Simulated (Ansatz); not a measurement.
# SrTiO3 under a change: uniaxial strain ε_zz = −2.40 %

Start from SrTiO₃ in the cubic perovskite structure (space group Pm-3m, No. 221; a = 3.854 Å). Axes: x, y, z lie along the cube axes.

It is then changed as follows: the cell is compressed by 2.40 % along z with no lateral relaxation, atoms relaxed at fixed cell.

Level of theory: LDA (Ansatz, a first-principles code, PAW, no spin-orbit coupling). Γ-centred 9×9×9 mesh, Fermi–Dirac width 0.05 eV.

```csv
quantity,base,changed,shift
volume per atom,11.45 Å³,11.18 Å³,-0.27 Å³
shortest interatomic distance,192.7 pm,188.1 pm,-4.6 pm
energy relative to the base (free energy F),0 meV/atom,+8.5 meV/atom,+8.5 meV/atom
band gap,1.85 eV,1.84 eV,-0.01 eV
gap character,–,"indirect, A → Γ",–
smallest direct gap,2.17 eV,2.13 eV,-0.04 eV
"stress (xx, yy, zz, yz, xz, xy; compression positive)",–,"(2.83, 2.83, 10.44, 0.00, 0.00, 0.00) GPa",–
```

Final structure:

```yaml
crystal:
  lattice:
    - [3.85418, 0.00000, 0.00000]
    - [0.00000, 3.85418, 0.00000]
    - [0.00000, 0.00000, 3.76168]
  atoms:
    - { symbol: Sr, position: [0.00000, 0.00000, 0.00000] }
    - { symbol: Ti, position: [0.50000, 0.50000, 0.50000] }
    - { symbol: O, position: [0.50000, 0.00000, 0.50000] }
    - { symbol: O, position: [0.00000, 0.50000, 0.50000] }
    - { symbol: O, position: [0.50000, 0.50000, 0.00000] }
```

Cost of the whole job for the changed cell (relaxation, final SCF and bands): very roughly 10 core-seconds.

No phonon test of stability was made. The final runs are not spin-polarised. Many cubic perovskites are stable only at high temperature; tilts and polar distortions were not tested. k-point labels follow each cell's own Brillouin zone.
